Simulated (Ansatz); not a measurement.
Consider GaN (space group P4_2/mnm, No. 136; a = 5.5350 Å, c = 3.2140 Å; a hypothetical phase, not in the database extracts checked).

Level of theory: DFT with PBE, PAW potentials and a 420 eV plane-wave cutoff in Ansatz (a quantum-chemistry and plane-wave program), spin-orbit coupling left out.

Its conduction minimum is a single valley at Γ with mass 0.16 mₑ.

It is then changed as follows: 0.689 electrons added to each cell, a density of 7.0×10^21 cm⁻³, with a uniform compensating background at fixed cell and a 300 K Fermi–Dirac width.

Question: Where would a parabolic band put the Fermi level, and where does the calculation put it?

Answer: k_F = (3π²n)^(1/3) = 0.592 Å⁻¹, so ħ²k_F²/2m = 8.2 eV above the band edge at zero temperature. The calculation gives 2.40 eV (to 0.05 eV): the band is strongly non-parabolic or higher valleys fill at this density.

Charged cell with a jellium background: band edges are those of the host's band count, energies are not comparable with the neutral cell, and many-body gap narrowing is missing. The levels and masses belong to the bands next to the band gap. Masses are band curvatures over ±0.01 Å⁻¹ around the edge. Stability against distortions was not tested.
